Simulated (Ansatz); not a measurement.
An Ansatz (an electronic-structure program) input (PBEsol, PAW, 420 eV (Ansatz; no spin-orbit coupling)):

Ansatz 0.2 input:
```yaml
crystal:
  lattice:
    - [0, 4.1500358763, 4.1500358763]
    - [4.1500358763, 0, 4.1500358763]
    - [4.1500358763, 4.1500358763, 0]
  atoms:
    - { symbol: In, position: [0.625, 0.625, 0.625] }
    - { symbol: In, position: [0.125, 0.625, 0.625] }
    - { symbol: In, position: [0.625, 0.125, 0.625] }
    - { symbol: In, position: [0.625, 0.625, 0.125] }
    - { symbol: Au, position: [0.25, 0.25, 0.25] }
    - { symbol: Au, position: [0, 0, 0] }
basis: { ecutwfc: 420, ecutrho_ratio: 4, xc_grid: 2, fft_grid_basis: typed }
kpoints: { mp_grid: { grid: [10, 10, 10] } }
hamiltonian:
  xc: pbesol
  dispersion: none
  pseudopotentials: { kind: paw }
scf: { occupations: { method: fermi_dirac, width: 0.05 }, convergence: { dr2_threshold: 0.0000000006 } }
output: { forces: true, stress: true }
```

Problem. Which symmetry and how many k-points will the program report, and about how many plane waves at Γ?

Solution. Space group Fd-3m (ITA 227) with 48 operations, k-points 47 of 1000, and 2741 plane waves at Γ.

Whether these cells are dynamically stable was not tested. The cell is In₂Au in the cubic Laves (MgCu2 type) structure (space group Fd-3m, No. 227; a hypothetical phase, not in the database extracts checked).
